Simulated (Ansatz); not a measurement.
The parent structure is BP in the zinc blende structure (space group F-43m, No. 216; a = 4.5202 Å). Axes: x, y, z lie along the cube axes.

Perturbation: uniaxial stress, 2 GPa tension along z; all other stress components relax to zero.

Levels (all Ansatz, a program for electronic structure, PAW): PBEsol (420 eV, spin-orbit coupling left out); r2SCAN (500 eV, scalar-relativistic without spin-orbit coupling); HSE06 (420 eV, spin-orbit coupling left out).

One geometry, relaxed with PBEsol, under each level:

| level | band gap | lowest conduction level above the VBM at special points | electron mass | pressure |
|---|---|---|---|---|
| PBEsol | 1.08 eV | X 1.16 eV; M 1.24 eV; S₀ 2.08 eV; S 2.08 eV | 1.3 mₑ along k, 0.22 mₑ across (off the special points) | -0.67 GPa |
| r2SCAN | 1.36 eV | X 1.43 eV; M 1.52 eV; S₀ 2.43 eV; S 2.43 eV | 1.2 mₑ along k, 0.22 mₑ across (off the special points) | 1.18 GPa |
| HSE06 | 1.91 eV | X 1.99 eV; M 2.08 eV; S₀ 2.99 eV; Γ 4.31 eV | – | – |

Single points use the geometry relaxed with PBEsol. Their cutoffs differ, which shifts pressures a little. HSE06 was sampled on its mesh, a few special points and the semilocal edge points, so its gap is an upper bound. Load acts through the strain it causes; cell and atoms are relaxed under it. Effective masses come from finite differences of ±0.01 Å⁻¹. Along k means along the line from Γ to the band edge. Stability under load was not tested beyond the relaxation. k-point labels follow each cell's own Brillouin zone.
